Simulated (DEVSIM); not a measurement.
Structure: W/SiO2/p-Ge capacitor, at 300 K.

Layer 1 from the left is SiO2, thickness (nm) 1.80. Layer 2 from the left is Ge, thickness (nm) 410, Na (cm⁻³) 2.1e18.

Metal gate on the left, work function 4.6 eV. Fixed charge at the semiconductor interface 2.7e11 cm⁻² (in units of +e); no interface traps.

Constants are typed, rounded textbook-type inputs, not results; the design itself was drawn at random and stands for no fabricated device. Values at 300 K.

SiO2: gap (eV) 9, affinity (eV) 0.9, permittivity 3.9. Ge: gap (eV) 0.664, affinity (eV) 4, permittivity 16, Nc (cm⁻³) 1.04e19, Nv (cm⁻³) 6e18.

DEVSIM, 1D Poisson equation in equilibrium, Boltzmann statistics, complete ionisation; no quantum confinement or tunnelling. Metal contacts follow the ideal Schottky-Mott rule: no Fermi-level pinning, no interface dipoles.

**Question.** What does the simulation give for the minimum of the low-frequency capacitance, the threshold voltage (band bending 2φF), the flat-band voltage?

**Answer.** minimum of the low-frequency capacitance 0.528 μF/cm²; threshold voltage (band bending 2φF) 0.93 V; flat-band voltage -0.06 V.
